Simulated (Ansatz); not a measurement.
## SrZrO₃ (Imma, No. 74, 10 atoms in the cell; start mp-1080575; a measured phase of this formula has another space group): band gap by level of theory

No measured value is used here.

```json
[
 {"level (code)": "LDA (Ansatz)", "value (eV)": "3.63", "cell (Å³/atom)": "13.34"},
 {"level (code)": "PBEsol+SOC (Ansatz)", "value (eV)": "3.59 (indirect)", "cell (Å³/atom)": "13.70"},
 {"level (code)": "dielectric-dependent PBEsol hybrid (Ansatz)", "value (eV)": "5.54", "cell (Å³/atom)": "13.70"},
 {"level (code)": "HSE06+SOC (Ansatz)", "value (eV)": "?", "cell (Å³/atom)": "13.70"},
 {"level (code)": "PBE0 (Ansatz)", "value (eV)": "5.95", "cell (Å³/atom)": "13.70"}
]
```

Task: Some entries are withheld; supply them.

Result: 
- HSE06+SOC (Ansatz, an electronic-structure program), value (eV): 5.19 (indirect)

Computed values are for a static lattice. Spin–orbit coupling is included only where a level's name says +SOC; with heavier elements it mostly lowers gaps and can invert bands.  PBEsol+SOC: the gap is read on the k mesh or supercell of the run alone and can be too large. Values are at the PBEsol cell; LDA at the level's own equilibrium cell. Cutoffs and k meshes differ between the levels. Ansatz's density-functional and Hartree–Fock values are scalar-relativistic unless marked +SOC, with PAW data made under PBE.

A start named mp-… is a Materials Project structure, which need not be a measured phase.
